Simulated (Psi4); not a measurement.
Psi4 1.11, PBE0/cc-pvdz, scf_type pk: B(Cl)(Me)(NHtBu) (CB(Cl)NC(C)(C)C), 21 atoms. The geometry is a generated start, not checked to be a minimum at this level.

| Property | Value |
|---|---|
| task | energy |
| method | pbe0 |
| basis | cc-pvdz |
| scf_type | pk |
| guess | auto, which took SAD (default) |
| diis_max_vecs | 10 (default) |
| scf_initial_accelerator | adiis (default) |
| e_convergence | 1e-06 (default) |
| d_convergence | 1e-06 (default) |
| dft_radial_points | 75 (default) |
| dft_spherical_points | 302 (default) |
| basis functions | 181 |
| grid points | 439620 |

On 4 threads. Build: conda-forge: OpenMP (LLVM), MKL, Libint2. One run each, on a shared machine, so no times are given.

Values of memory tried: 8 GB, 4 GB, 2 GB, 1 GB, 0.5 GB, 0.3 GB.

Question: How low can the memory setting go, and what changes on the way?

Answer: It runs down to 0.3 GB, the lowest tried, with the same result. At 8 GB: SCF: PK in core. From 2 GB down: SCF: PK on disk.

| memory | path | peak memory |
|---|---|---|
| 8 GB | SCF: PK in core | 2.9 GiB |
| 4 GB | SCF: PK in core | 2.7 GiB |
| 2 GB | SCF: PK on disk | 2.1 GiB |
| 1 GB | SCF: PK on disk | 1.1 GiB |
| 0.5 GB | SCF: PK on disk | 0.81 GiB |
| 0.3 GB | SCF: PK on disk | 0.70 GiB |

Peak memory is the kernel's count for the largest process, libraries included and scratch files not. The peak passes the setting at 2 GB, 1 GB, 0.5 GB, 0.3 GB: it is no hard cap.
